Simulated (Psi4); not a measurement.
Psi4 1.11, B3LYP/def2-svp: Ba(Cl)(OH)(OH2)2 ([OH][Ba](<-[OH2])(<-[OH2])[Cl]), 10 atoms. The geometry is a generated start, not checked to be a minimum at this level.

* **task**: energy
* **method**: b3lyp
* **basis**: def2-svp
* **memory**: 3 GB
* **maxiter**: 100
* **keys of the molecule block**: symmetry c1
* **scf_type**: df (default)
* **e_convergence**: 1e-06 (default)
* **d_convergence**: 1e-06 (default)
* **dft_radial_points**: 75 (default)
* **dft_spherical_points**: 302 (default)
* **effective core potentials**: those of the basis set, past Kr
* **basis functions**: 115
* **grid points**: 215188

```xyz
10

Ba     1.1530    -0.3564    -0.9330
Cl     2.2559     2.1014    -0.9961
O      0.3707    -0.2821     1.2473
H      0.7938     0.0343     2.0491
O     -0.8918     1.2694    -0.4405
H     -0.4292     2.1169    -0.4281
H     -0.6107     0.8484     0.4144
O     -0.6246    -1.9286    -0.6061
H     -0.4897    -1.5436     0.2783
H     -1.5274    -2.2597    -0.5854
```

With the defaults (diis = true, scf_initial_accelerator = adiis, damping_percentage = 0, guess = auto, which took SAD, soscf = false, diis_max_vecs = 10, level_shift = 0, level_shift_cutoff = 0.01) it converges in 10 SCF iterations. One run each on 2 threads, with these changes:
- diis = false, scf_initial_accelerator = none, damping_percentage = 60
- guess = huckel
- guess = sap
- guess = sadno
- scf_initial_accelerator = none
- diis_max_vecs = 3
- soscf = true
- diis_max_vecs = 20
- level_shift = 0.5, level_shift_cutoff = 0.001

Q: Which of these changes keep the SCF from converging, or lead it to another solution?

A: No convergence: diis = false, scf_initial_accelerator = none, damping_percentage = 60 (the run ends without SCF convergence in 100 iterations). The rest reach the solution of the defaults.

```tsv
setting	SCF iterations	JK calls	end
soscf = true	7	23	same solution
guess = sadno	9	9	same solution
level_shift = 0.5, level_shift_cutoff = 0.001	9	10	same solution
the defaults	10	11	same solution
guess = huckel	10	34	same solution
scf_initial_accelerator = none	10	11	same solution
diis_max_vecs = 20	10	11	same solution
diis_max_vecs = 3	14	15	same solution
guess = sap	18	18	same solution
diis = false, scf_initial_accelerator = none, damping_percentage = 60	100	101	no convergence
```

An SOSCF iteration holds several JK calls; a Hückel guess adds calls on atoms. 1 further run of the study ended by our limits or in an error and is left out.
